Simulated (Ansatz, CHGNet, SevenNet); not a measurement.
How the lattice parameter c of HgS (model structure, started from the cinnabar type, P3₂21, No. 154, 6 atoms in the cell) moves with the method

No measured value is used here.

```json
[
 {"level (code)": "CHGNet 0.3.0", "value (Å)": "9.918"},
 {"level (code)": "SevenNet-0", "value (Å)": "9.778"},
 {"level (code)": "SevenNet-l3i5", "value (Å)": "9.768"},
 {"level (code)": "LDA (Ansatz)", "value (Å)": "9.284"},
 {"level (code)": "PBE (Ansatz)", "value (Å)": "9.749"},
 {"level (code)": "PBEsol (Ansatz)", "value (Å)": "[?]"},
 {"level (code)": "PBE-D3(BJ) (Ansatz)", "value (Å)": "[?]"}
]
```

Problem. What belongs in the gaps?

Solution. 
- PBEsol (Ansatz, an electronic-structure program), value (Å): 9.409
- PBE-D3(BJ) (Ansatz), value (Å): 9.506

Density-functional levels without +SOC have no spin–orbit coupling. Ansatz's density-functional and Hartree–Fock values are scalar-relativistic unless marked +SOC, with PAW data made under PBE.

Machine-learned potentials (CHGNet 0.3.0, SevenNet-0, SevenNet-l3i5) are trained on DFT data: a solid inside that data is no test of them.

A model structure was made by putting elements into a prototype or built by hand; here it ended with the formula and space group of a phase in our tables.
